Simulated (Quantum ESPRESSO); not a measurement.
Troubleshooting Quantum ESPRESSO: a failed run on CuTe₂Cl (P2_1/c, 16 atoms in the cell). The aim is a self-consistent single point with DFT, PBEsol, plane waves, PSlibrary ultrasoft (PBE) pseudopotentials.

Cell that was meant: a = 8.2070 Å, b = 4.9350 Å, c = 12.1940 Å, α = 90.00°, β = 117.47°, γ = 90.00°.

Part of the input:

```fortran
Cl    0.907400000    0.891200000    0.618500000
K_POINTS {automatic}
3 4 2  0 0 0
```

Output, abridged:

```
     file Te.pbe-n-rrkjus_psl.1.0.0.UPF: wavefunction(s)  5S renormalized
     file Cu.pbe-dn-rrkjus_psl.1.0.0.UPF: wavefunction(s)  3D renormalized
     file Cl.pbe-nl-rrkjus_psl.1.0.0.UPF: wavefunction(s)  3S renormalized

 %%%%%%%%%%%%%%%%%%%%%%%%%%%%%%%%%%%%%%%%%%%%%%%%%%%%%%%%%%%%%%%%%%%%%%%%%%%%%%
     Error in routine cell_base_init (1):
     ibrav=0: must read cell parameters
 %%%%%%%%%%%%%%%%%%%%%%%%%%%%%%%%%%%%%%%%%%%%%%%%%%%%%%%%%%%%%%%%%%%%%%%%%%%%%%

     stopping ...
```

From the messages shown, name the fault and mend the input.

The fault is no cell vectors for a free lattice. A free lattice needs its vectors. To fix it, add the cell. The program stopped before any SCF iteration.

An input that runs soundly differs in these lines (not the only fix; some lines may just follow from the change or write a value another way):
```diff
+CELL_PARAMETERS {angstrom}
+   8.207000000     0.000000000     0.000000000
+   0.000000000     4.935000000     0.000000000
+  -5.625211000     0.000000000    10.818959000
```

With that input, the run converged in 15 iterations: free energy E − TS -11421.8160 eV; top of the valence band (on the code's own zero) 5.20 eV; gap on the k-point mesh 0.57 eV; pressure -1.25 GPa; largest force (vector length) 0.476 eV/Å (DFT, PBEsol, plane waves, PSlibrary ultrasoft (PBE) pseudopotentials).

On the sound input: the starting cell comes from a database of published, mostly measured structures (it also holds non-ambient and calculated ones), without a prior relaxation at this level. Spin-orbit coupling is off.
